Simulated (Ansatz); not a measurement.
We consider 1T (CdI2-type) MgI₂, described by r²SCAN+SOC (plane waves, PAW; Ansatz, a program for electronic structure).

Settings: plane-wave cutoff 560 eV, 12×12×6 k mesh (along the axes of the cell as run), Fermi–Dirac smearing 0.01 eV, PAW data made under PBE.

Energies at three volumes about the minimum:

```csv
V (Å³/atom),E − E_lowest (meV/atom)
35.589,0.47
36.315,0.00
37.042,0.32
```

Fit a parabola by hand: where is the minimum, and what is the bulk modulus?

Slopes: (0.00 − 0.47)/(36.315 − 35.589) = -0.647 and (0.32 − 0.00)/(37.042 − 36.315) = 0.440 meV/Å³. Curvature E″ = 2 × (0.440 − (-0.647))/(37.042 − 35.589) = 1.496 meV/Å⁶. From the middle of the first interval, the slope vanishes at V0 = 35.9520 − (-0.647)/1.496 = 36.384 Å³/atom. B = V0 E″ = 36.384 × 1.496 meV/Å³ × 0.1602 GPa per meV/Å³ = 8.72 GPa. The full Birch–Murnaghan fit to all volumes gives V0 = 36.344 Å³/atom and B0 = 8.46 GPa.

Shape and atoms are relaxed at each volume.

Note: for a layered or molecular solid the relaxed cell lies over 5 % above the published volume, where the minimum can be shallow; the cell comes from a level without a dispersion term, which matters for the spacing of layers, chains or molecules; the bulk modulus comes from volumes at which shape and atoms were relaxed.
